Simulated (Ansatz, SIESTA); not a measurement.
One structure in several programs: MnAgO2 (C2/m, 4 atoms in the cell)

Relaxation of cell and atoms.

```yaml
crystal:
  lattice:
    - [2.78319, -1.45639, 0.00000]
    - [2.78319, 1.45639, 0.00000]
    - [-1.31685, 0.00000, 6.23195]
  atoms:
    - { symbol: Mn, position: [0.50000, 0.50000, 0.50000], spin: 4.0 }
    - { symbol: Ag, position: [0.00000, 0.00000, 0.00000] }
    - { symbol: O, position: [0.10099, 0.10099, 0.33562] }
    - { symbol: O, position: [0.89901, 0.89901, 0.66438] }
```
(The spins are starting values, not results.)

Shared settings, as Ansatz (an electronic-structure program) writes them: kpoints.mp_grid.grid = 7 7 3; scf.occupations.method = fermi_dirac; scf.occupations.width = 0.05 eV. Potentials and cutoffs stand in the table.

| code | model | final volume (Å³/atom) | size of the net moment (μB/atom) | cutoff |
|---|---|---|---|---|
| Ansatz | PBEsol, PAW files made with PBE | 12.18 | 0.98 | default |
| SIESTA | GGA PBEsol, numerical atomic orbitals DZP, PseudoDojo PBEsol standard norm-conserving potentials (rewritten from UPF to PSML) | 12.08 | 0.96 | grid 300 Ry |

On Ansatz's run: with one magnetic atom in the cell only a parallel order is possible.

The spread over the programs that give each value: final volume within 0.10 Å³/atom; size of the net moment within 0.02 μB/atom.

SIESTA uses small atom-centred bases, whose incompleteness enters pressures, forces and empty levels differently from a plane-wave cutoff. The programs treat the finite-basis stress differently while the cell relaxes: Ansatz adds an estimate of it.

The starting cell comes from a database of computed structures (which also holds hypothetical and non-ambient phases and stackings), without a prior relaxation at this level. Its lattice was rescaled by a random factor within 2.5 % of one.

Keys are those of Ansatz 0.2.
